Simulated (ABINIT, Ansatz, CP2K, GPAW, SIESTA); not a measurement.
Code comparison for Nb (Im-3m, 1 atom in the cell)

Self-consistent single point.

```
Nb
1.0
   -1.65649     1.65649     1.65649
    1.65649    -1.65649     1.65649
    1.65649     1.65649    -1.65649
Nb
1
Cartesian
  0.00000   0.00000   0.00000
```

Shared settings, as Ansatz (a program for electronic structure) writes them: kpoints.mp_grid.grid = 9 9 9; scf.occupations.method = fermi_dirac; scf.occupations.width = 0.05 eV. Potentials and cutoffs stand in the table.

| code | model | pressure (GPa) | cutoff |
|---|---|---|---|
| SIESTA | GGA PBEsol, numerical atomic orbitals DZP, PseudoDojo PBEsol standard norm-conserving potentials (rewritten from UPF to PSML) | -8.36 | grid 400 Ry |
| CP2K | PBEsol, GPW, DZVP-MOLOPT-SR-GTH basis, GTH-PBE potentials (GTH_POTENTIALS) | -6.37 | grid 500 Ry |
| Ansatz | PBEsol, PAW files made with PBE | -6.68 | 420 eV |
| GPAW | PBEsol, GPAW PAW datasets PBEsol (made by gpaw-setup) | -7.37 | 550 eV |
| ABINIT | PBEsol, norm-conserving pseudopotentials (PseudoDojo nc-sr-04 PBEsol standard) | -6.55 | 41 Ha |

On Ansatz's run: spin polarisation is off.

The spread over the programs that give each value: pressure within 1.99 GPa.

SIESTA and CP2K use small atom-centred bases, whose incompleteness enters pressures, forces and empty levels differently from a plane-wave cutoff. Ansatz's pressure is given at a fixed set of plane waves, as the other plane-wave codes print theirs. In the pressure, SIESTA (by 1.68) lies more than 1 GPa from the median of the plane-wave programs.

The starting cell comes from a database of computed structures (which also holds hypothetical and non-ambient phases and stackings), without a prior relaxation at this level. Its lattice was rescaled by a random factor within 2.5 % of one.

Left out of this page: Elk and FLEUR (not drawn, or without a comparable value).

Keys are those of Ansatz 0.2.
